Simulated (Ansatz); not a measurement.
Terminations of the (111) surface of fcc Cu, measured from the surface 'clean 1x1'. Atoms come from or go to: Al: fcc Al, Cu: fcc Cu, Ge: germanium, Mo: bcc Mo, Ni: fcc Ni, ferromagnetic, Re: hcp Re, Se: trigonal Se, Si: silicon, Sn: beta tin. ΔE is the energy of forming the row's surface from that one (negative: more stable at these reservoirs); the vacuum level's shift is aligned on the shared bottom. No zero-point or thermal terms. These are constructed structures in small cells; real faces may alloy, dewet or reconstruct in larger ones, and not all known structures of the face are among them. Slabs of about 10 Å, Fermi-Dirac smearing of 0.1 eV. Bottom of the slabs: a bare face, its two planes held. Relaxed from the named starts with such symmetry as they have, on meshes of like density; energies extrapolated to zero smearing; spin only where a row says so; no spin-orbit coupling, no U. Brackets mark spin-polarised runs, whose order is one that fits the cell. A dash marks a value that is undefined for that row (no clear gap, or no work function of a gapped slab) or was not read reliably on its mesh.

Method: PBE (plane waves to 420 eV, PAW; Ansatz, an electronic-structure program).

| surface | atoms added per 1x1 | ΔE per 1x1 (eV) | shift of the vacuum level (eV) | work function (eV) |
|---|---|---|---|---|
| a pseudomorphic layer of Ni in the host's stacking [spin, 0.4 μB a cell] | +1 Ni | 0.25 | 0.31 | 5.09 |
| a layer of Ge in place of the third plane | -1 Cu, +1 Ge | 0.83 | 0.05 | 4.89 |
| one row in 4 of the top plane missing | -0.25 Cu | [?] | -0.31 | 4.48 |
| a layer of Mo in place of the second plane | -1 Cu, +1 Mo | 1.02 | 0.15 | 4.93 |
| a pseudomorphic layer of Re in the other hollow | +1 Re | [?] | 0.82 | 5.61 |
| (√3x√3)R30° layer of Se, one a cell, on the site that continues the host's stacking | +0.333 Se | -0.43 | 0.58 | 5.37 |
| p(2x2), one Cu adatom | +0.25 Cu | [?] | -0.93 | 3.86 |
| a pseudomorphic layer of Al in the other hollow | +1 Al | -0.19 | -0.83 | 3.96 |
| (√3x√3)R30° surface alloy, Si on one Cu site of the top plane | -0.333 Cu, +0.333 Si | -0.26 | -0.05 | 4.73 |
| (√3x√3)R30° layer of Si, one a cell, on the site that continues the host's stacking | +0.333 Si | 0.20 | 0.05 | 4.85 |
| p(2x2), one Cu site of the top plane empty | -0.25 Cu | [?] | -0.35 | 4.45 |
| (√3x√3)R30° surface alloy, Sn on one Cu site of the top plane | -0.333 Cu, +0.333 Sn | -0.31 | -0.58 | 4.21 |

Task: Fill in the missing entries.

Result: 
- one row in 4 of the top plane missing, ΔE per 1x1 (eV): 0.12
- a pseudomorphic layer of Re in the other hollow, ΔE per 1x1 (eV): 1.04
- p(2x2), one Cu adatom, ΔE per 1x1 (eV): 0.19
- p(2x2), one Cu site of the top plane empty, ΔE per 1x1 (eV): 0.17
